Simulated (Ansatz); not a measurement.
Functionals compared on the (21-30) surface of hcp Os in its 1x1 cell, outermost plane spacing 0.30 Å in the ideal cut, in Ansatz (plane waves, PAW). The structure was relaxed with PBE; the other rows are single points on it, each with its references at the same level. Cutoff 420 eV (500 eV for r2SCAN).

Model: 24-atom slab, 10.2 Å thick at the start (thin: gaps and levels are the slab's own), 9x5x1 mesh, Fermi-Dirac 0.1 eV, dipole correction, all atoms relaxed; held to the start's symmetry, so lower structures may exist; no spin, no spin-orbit, no U. These notes are the PBE run's.

| functional | surface energy (J/m²) | work function of the top face (eV) | rough cost of the single point |
|---|---|---|---|
| PBE | 4.00 | 4.85 | – |
| LDA | 4.58 | 5.18 | roughly 6 core-minutes |
| PBEsol | 4.45 | 4.96 | very roughly 6 core-minutes |
| RPBE | 3.77 | 4.71 | very roughly 5 core-minutes |
| r2SCAN | 4.28 | 4.89 | around 10 core-minutes (rough) |

Ansatz is an electronic-structure program.
